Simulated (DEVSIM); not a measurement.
System: Schottky contact on n-type Si, at 300 K.

```csv
layer (left to right),material,thickness (μm),Nd (cm⁻³),τn (s),τp (s)
1,Si,1.20,7.7e15,1.6e-5,1.6e-5
2,Si,29.0,7.5e17,1.6e-5,1.6e-5
```

Left contact: Schottky, work function 4.91 eV, emission velocity 6.8e6 cm/s. Right contact: ohmic. Voltage is applied to the left contact. Recombination: SRH at mid-gap, radiative, Auger. Mobility is μmin + (μ − μmin)/(1 + (N/Nref)^α).

Constants are typed, rounded textbook-type inputs, not results; the design itself was drawn at random and stands for no fabricated device. Values at 300 K.

| parameter | Si |
|---|---|
| gap (eV) | 1.124 |
| affinity (eV) | 4.05 |
| permittivity | 11.7 |
| Nc (cm⁻³) | 2.86e19 |
| Nv (cm⁻³) | 3.1e19 |
| μn (cm²/Vs) | 1417 |
| μp (cm²/Vs) | 470 |
| μn,min | 52 |
| μp,min | 45 |
| Nref,n | 9.7e16 |
| Nref,p | 2.2e17 |
| αn | 0.68 |
| αp | 0.72 |
| B (cm³/s) | 4.7e-15 |
| Cn (cm⁶/s) | 2.8e-31 |
| Cp (cm⁶/s) | 9.9e-32 |

Simulated with DEVSIM: 1D drift-diffusion, Boltzmann statistics, complete ionisation; no tunnelling, impact ionisation, image-force lowering or self-heating. Metal contacts follow the ideal Schottky-Mott rule: no Fermi-level pinning, no interface dipoles.

Q: Tabulate band edges, carrier densities and field at zero bias.

A: Energies count from the Fermi level of the right contact; mesh points crowd at the junctions.

| x (μm) | Ec (eV) | Ev (eV) | n (cm⁻³) | p (cm⁻³) | field (V/cm) |
|---|---|---|---|---|---|
| 0.000 | 0.860 | -0.264 | 100000 | 1.1e15 | -39000 |
| 0.03195 | 0.743 | -0.381 | 9400000 | 1.2e13 | -35000 |
| 0.1046 | 0.522 | -0.602 | 4.8e10 | 2.4e9 | -26000 |
| 0.2701 | 0.254 | -0.871 | 1.6e15 | 74000 | -7000 |
| 0.7681 | 0.212 | -0.911 | 7.7e15 | 15000 | ≈ 0 |
| 1.024 | 0.211 | -0.913 | 8.1e15 | 14000 | -260 |
| 1.137 | 0.198 | -0.926 | 1.4e16 | 8500 | -3500 |
| 1.196 | 0.135 | -0.989 | 1.5e17 | 760 | -31000 |
| 1.222 | 0.094 | -1.030 | 7.4e17 | 160 | -570 |
| 1.285 | 0.094 | -1.030 | 7.5e17 | 150 | ≈ 0 |
| 1.431 | 0.094 | -1.030 | 7.5e17 | 150 | ≈ 0 |
| 1.944 | 0.094 | -1.030 | 7.5e17 | 150 | ≈ 0 |
| 2.983 | 0.094 | -1.030 | 7.5e17 | 150 | ≈ 0 |
| 5.429 | 0.094 | -1.030 | 7.5e17 | 150 | ≈ 0 |
| 14.49 | 0.094 | -1.030 | 7.5e17 | 150 | ≈ 0 |
| 23.25 | 0.094 | -1.030 | 7.5e17 | 150 | ≈ 0 |
| 27.26 | 0.094 | -1.030 | 7.5e17 | 150 | ≈ 0 |
| 28.96 | 0.094 | -1.030 | 7.5e17 | 150 | ≈ 0 |
| 29.82 | 0.094 | -1.030 | 7.5e17 | 150 | ≈ 0 |
| 30.05 | 0.094 | -1.030 | 7.5e17 | 150 | ≈ 0 |
| 30.15 | 0.094 | -1.030 | 7.5e17 | 150 | ≈ 0 |
| 30.20 | 0.094 | -1.030 | 7.5e17 | 150 | ≈ 0 |
